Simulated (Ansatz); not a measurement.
**What W → C does to WS2**

Take WS$_{2}$ in the 2H-MoS2 type structure (space group P6_3/mmc, No. 194; a = 3.170 Å, c = 12.492 Å; layered, stacked along the Cartesian z axis) as the base.

Perturbation: every W is replaced by C, then cell and atoms are relaxed.

Calculations: Ansatz (an electronic-structure program), r2SCAN+rVV10, PAW, cutoff 500 eV, no SOC. k-mesh 19×19×4 (Γ-centred); smearing 0.05 eV (Fermi–Dirac), for the changed cell.

```tsv
quantity	base	changed	shift
volume per atom	18.12 Å³	13.77 Å³	-4.35 Å³
density	7.58 g/cm³	3.06 g/cm³	-4.52 g/cm³
lattice parameter a	3.170 Å	2.799 Å	-0.371 Å
c/a ratio	3.941	4.350	+0.4098
space group	P6_3/mmc (No. 194)	P6_3/mmc (No. 194)	–
shortest interatomic distance	2.407 Å	2.139 Å	-0.2672 Å
band gap	1.13 eV	zero	–
```

Final structure:

```
CELL_PARAMETERS angstrom
      2.79920     0.00000     0.00000
     -1.39960     2.42418     0.00000
      0.00000     0.00000    12.17777
ATOMIC_POSITIONS crystal
  C  0.33333 0.66667 0.25000
  C  0.66667 0.33333 0.75000
  S  0.33333 0.66667 0.63489
  S  0.66667 0.33333 0.13489
  S  0.66667 0.33333 0.36511
  S  0.33333 0.66667 0.86511
```

With W present, leaving out spin-orbit coupling can change the band edges. Stability against distortions was not tested. As relaxed here, CS2 is a hypothetical phase, not in the database extracts checked. All final runs are without spin polarisation.
